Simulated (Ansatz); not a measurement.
GaGeTe (R-3m, No. 166, 6 atoms in the cell; start mp-8211) was calculated with HSE06 in Ansatz (PAW).

Settings: plane-wave cutoff 460 eV, 6×6×6 k mesh, Fermi–Dirac smearing 0.01 eV, scalar-relativistic PAW data made under PBE.

Cell (relaxed with PBEsol):

```cif
data_Ga2Ge2Te2
_chemical_formula_sum 'Ga2 Ge2 Te2'
_space_group_name_H-M_alt 'P 1'
_space_group_IT_number 1
_cell_length_a 11.87586
_cell_length_b 11.87586
_cell_length_c 11.87586
_cell_angle_alpha 19.636
_cell_angle_beta 19.636
_cell_angle_gamma 19.636
loop_
_space_group_symop_operation_xyz
  'x, y, z'
loop_
_atom_site_label
_atom_site_type_symbol
_atom_site_fract_x
_atom_site_fract_y
_atom_site_fract_z
_atom_site_occupancy
Ga1 Ga 0.25226 0.25226 0.25226 1
Ga2 Ga 0.74774 0.74774 0.74774 1
Ge1 Ge 0.32189 0.32189 0.32189 1
Ge2 Ge 0.67811 0.67811 0.67811 1
Te1 Te 0.11737 0.11737 0.11737 1
Te2 Te 0.88263 0.88263 0.88263 1
```

Predict the band gap and Γ–Γ gap.


band gap: 0.87 eV (on the SCF k mesh)
Γ–Γ gap: 1.86 eV

Note: cell and atoms aren't relaxed at this level (largest force component 0.10 eV/Å, pressure 0.9 GPa); the cell has widely spaced layers and the level no dispersion term, so their spacing and the moduli can rest on weak binding.

Spin–orbit coupling is not included; with these elements it can move the gap by several tenths of an eV or more.

The computed numbers hold no vibrational or temperature effects.

A start named mp-… is a Materials Project structure, which need not be a measured phase.

Ansatz is a first-principles code.
